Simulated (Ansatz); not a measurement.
K: Cs on a K site, symmetric start

The reference is a 12-atom supercell of K in the bcc (W type) structure (space group Im-3m, No. 229; a = 5.212 Å) at its relaxed geometry.

One thing is altered: one K atom is replaced by Cs, atoms relaxed at fixed cell.

The values are results of PBEsol (Ansatz, a program for electronic structure, PAW, no spin-orbit coupling), earlier PAW set, not measurements. k-mesh 4×4×3 (Γ-centred); smearing 0.05 eV (Fermi–Dirac).

```yaml
largest_displacement_of_a_host_atom_from_its_site_in_the_perfect_cell: 0.11 Å
mean_distance_from_the_defect_site_to_its_nearest_host_atoms: 4.57 Å (base 4.51 Å)
```

Final structure:

```
CELL_PARAMETERS angstrom
     -5.21236     5.21236     5.21236
      5.21236    -5.21236     5.21236
      7.81855     7.81855    -2.60618
ATOMIC_POSITIONS crystal
  Cs 0.00000 0.00000 0.00000
  K  0.00000 0.50000 0.00000
  K  0.50000 0.00000 0.00000
  K  0.50000 0.50000 0.00000
  K  0.33944 0.33944 0.33769
  K  0.16898 0.16898 0.65772
  K  0.33455 0.83256 0.33394
  K  0.16744 0.66545 0.66606
  K  0.83256 0.33455 0.33394
  K  0.66545 0.16744 0.66606
  K  0.83102 0.83102 0.34228
  K  0.66056 0.66056 0.66231
```

In so small a cell the defect repeats every few ångströms: this is an ordered compound, not a dilute defect. The defect started on the symmetric site and kept its symmetry, so it may sit on a saddle. The defect cell is not spin-polarised.
